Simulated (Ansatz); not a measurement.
**A computed series for WSi2: pressure series**

The parent structure is WSi2 (space group I4/mmm, No. 139).

```
CELL_PARAMETERS angstrom
     -1.61472     1.61472     3.93387
      1.61472    -1.61472     3.93387
      1.61472     1.61472    -3.93387
ATOMIC_POSITIONS crystal
  W  0.00000 0.00000 0.00000
  Si 0.33458 0.33458 0.00000
  Si 0.66542 0.66542 0.00000
```

Cell and atoms are relaxed at each pressure.

The values are results of PBE/PAW in Ansatz (a quantum-chemistry and plane-wave program), no spin-orbit coupling, earlier PAW set, not measurements.

| P (GPa) | V (Å³/atom) |
|---|---|
| -2.00 | 13.805 |
| -1.00 | 13.739 |
| 1.79 | 13.566 |
| 4.20 | 13.424 |
| 8.99 | 13.165 |
| 18.00 | 12.740 |
| 30.00 | 12.265 |
| 45.00 | 11.776 |
| 60.00 | 11.366 |

A third-order Birch–Murnaghan fit to these points gives V₀ = 13.68 Å³/atom, B₀ = 218 GPa and B₀′ = 4.3. At pressure 60 GPa the volume is 83.1 % of V₀.

Load acts through the strain it causes; cell and atoms are relaxed under it. No phonon test of stability was made. No other phases were tried under pressure. All final runs are without spin polarisation.
